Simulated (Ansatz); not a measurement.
The starting structures come from a database of crystals and need not be the phases stable at ambient conditions.

 Where the default PAW files enter, the runs use the earlier of Ansatz's two default sets.

Tunnelling through a barrier is set by its complex band structure: the current falls as exp(−2κd) with the smallest κ.

Given:

```
CELL_PARAMETERS angstrom
      2.87899     0.00000     0.00000
      0.00000     5.21352     0.11804
      1.43949    -0.58367     5.51619
ATOMIC_POSITIONS crystal
  V  0.85750 0.36158 0.28500
  V  0.14250 0.63842 0.71500
  O  0.00000 0.50000 0.00000
  O  0.38347 0.16029 0.23306
  O  0.61653 0.83971 0.76694
  O  0.69145 0.36677 0.61710
  O  0.30855 0.63323 0.38290
```

Space group of this cell: C2/m. The cell was relaxed by PBE-D3(BJ); by r2SCAN its mean pressure is -2.8 GPa.

Transport runs along the normal of the first two printed cell vectors.

No gap correction and no spin-orbit coupling; mid-gap values are interpolated between computed energies.

### Question
Compute, with r2SCAN in Ansatz (a quantum-chemistry and plane-wave program), the band gap and the smallest decay constant κ at mid-gap.

### Answer
Gap 1.60 eV on a 12×6×12 mesh; κ = 0.273 1/Å, at (0.000, 0.167) of the in-plane reciprocal vectors. At the zone centre, at the nearest computed energy, the slowest state has κ = 0.28 1/Å.
